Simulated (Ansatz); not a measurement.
# Surface dipole against coverage: K on fcc Ir (111)

One K atom in each cell of a four-layer slab of fcc Ir (111), started at a threefold hollow (fcc) site; the adatom and the upper two layers relax, with a dipole correction. Δφ is the change of the top face's work function against the clean slab's 5.48 eV. By the Helmholtz relation an adatom's dipole is μ = |Δφ|/(0.377 eV × n) in debye, for n adatoms per nm². In Topping's model neighbouring dipoles depolarise each other, so that 1/μ = (1 + 9α·n^(3/2))/μ0 is a line in x = n^(3/2). The numbers are results of PBE (plane waves to 420 eV, PAW; Ansatz, a program for electronic structure), not measurements. All cells sample the k points of the 1×1 cell's 12×12×1 mesh, with Fermi-Dirac smearing of 0.1 eV (energies taken to zero smearing), without spin polarisation or spin-orbit coupling.

```
cell  x (nm⁻³)  1/μ (1/D)  n (nm⁻²)  Δφ (eV)
----  --------  ---------  --------  -------
4×3       1.45      0.183      1.28    -2.64
3×3       2.24      0.196      1.71    -3.28
4×2       2.68      0.211      1.93    -3.45
3×2       4.12      0.236      2.57    -4.10
2×2       7.55          ?      3.85        ?
```

Fit 1/μ of the 4 rows that show it with a straight line. With u = x - 2.6, the rows have u = -1.1500, -0.3600, 0.0800, 1.5200. Means: u 0.022500, 1/μ 0.2065. About the means, the sum of products is 0.076005 and the sum of squares of u is 3.7669; the slope is their ratio. Least squares gives 1/μ = 0.2060 + 0.02018·u. Residuals (row less fit): 0.0002, -0.0027, 0.0034, -0.0007; standard error 0.0031 (degrees of freedom: 2). At x = 0 the line gives 1/μ0 = 0.154, so a lone adatom carries about 6.5 D, its positive end outward; slope over intercept is 9α, which puts α at roughly 15 Å³, a figure that hangs on Δφ's last digit.

### Question
Predict the withheld 1/μ at x = 7.55 from the fit, and compare with the calculation.

### Answer
u = 4.9500, so 1/μ = 0.2060 + 0.02018 × 4.9500 = 0.3059 1/D. The calculation gives 0.382 1/D, 0.0761 1/D above the prediction (38.2 % of the range of 1/μ in the table). The row lies outside the fitted rows, so this is an extrapolation.

The model takes a square or triangular net of point dipoles; the 4×2, 3×2 and 4×3 nets are stretched, and dense layers bond among themselves. Only series are tabulated where Δφ keeps its sign and exceeds 0.12 eV, and the fitted rows scatter about the line by under a tenth of the table's range (standard error).

As a change of work function, the prediction is 0.377 × 3.85/0.306 = 4.74 eV in size, against 3.80 eV from the run.

Each row is one calculation, so residuals can be the form's limits or numerical noise.
